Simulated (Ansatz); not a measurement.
# Carrier properties of GaN (I-4m2)

Consider the following.

```xyz
2
Lattice="0.0000 2.1586 2.3425 2.1586 0.0000 2.3425 2.1586 2.1586 0.0000" Properties=species:S:1:pos:R:3 pbc="T T T"
Ga     0.0000     0.0000     0.0000
N      1.0793     1.0793     1.1712
```

Computed with r2SCAN with spin-orbit coupling, rigid bands (plane waves, PAW; Ansatz, a first-principles code). Condition of this run: biaxial stress in (001) of 12 GPa (compression positive) (the target of the relaxation). Cell: cell and atoms relaxed with PBEsol, then loaded as said.

```yaml
band_gap: 2.27 eV
electron conductivity mass (300 K, dilute): 0.193 (x), 0.193 (y), 0.21 (z) mₑ
hole conductivity mass (300 K, dilute): 0.62 (x), 0.62 (y), 0.91 (z) mₑ
effective density of states N_c (300 K): 2.2e18 cm⁻³
effective density of states N_v (300 K): 7.0e19 cm⁻³
density_of_states_mass_electrons: 0.199 mₑ
density_of_states_mass_holes: 1.98 mₑ
Seebeck coefficient, n-type 1e19 cm⁻³, 300 K: -113 μV/K
best n-type power factor at 300 K for τ = 10 fs (best axis; densities from 1e16 to 1e21 cm⁻³ tried, whether or not they can be reached): 1.77 μW/(cm·K²) at 1e19 cm⁻³
Seebeck coefficient, p-type 1e19 cm⁻³, 300 K: 379 μV/K
best p-type power factor at 300 K for τ = 10 fs (best axis; densities from 1e16 to 1e21 cm⁻³ tried, whether or not they can be reached): 17.0 μW/(cm·K²) at 3e20 cm⁻³
```

Rigid bands; masses and Seebeck coefficients take one relaxation time τ for all states and one kind of carrier; polarons and phonon drag are left out. Geometry: cell and atoms relaxed with PBEsol.
